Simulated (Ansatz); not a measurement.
Cells marked so need not be the phases stable at ambient conditions, and some may be hypothetical.

By PBEsol, each system below comes out a metal.

G/A = (e²/h) × open channels of both spins per area, as a mean over 0.1 eV about the Fermi level, without spin-orbit coupling, for the cells as given.

A. Ga₂Cu (P4/mmm, not sure to be the ambient phase, 3 atoms a cell, 15.2 Å³ an atom), current normal to (100)
B. ZrN (P-3m1, not sure to be the ambient phase, 4 atoms a cell, 12.3 Å³ an atom, -10 GPa at this level), current normal to (100)
C. SnSb (Pm-3m, CsCl type, not sure to be the ambient phase, 2 atoms a cell, 26.2 Å³ an atom), current normal to (111)

### Question
Put the candidates in order of ballistic conductance per area, lowest first, for PBEsol in Ansatz (a program for electronic structure).

### Answer
B (0.34 × 10¹⁵ S/m²), A (0.79 × 10¹⁵ S/m²), C (1.2 × 10¹⁵ S/m²)
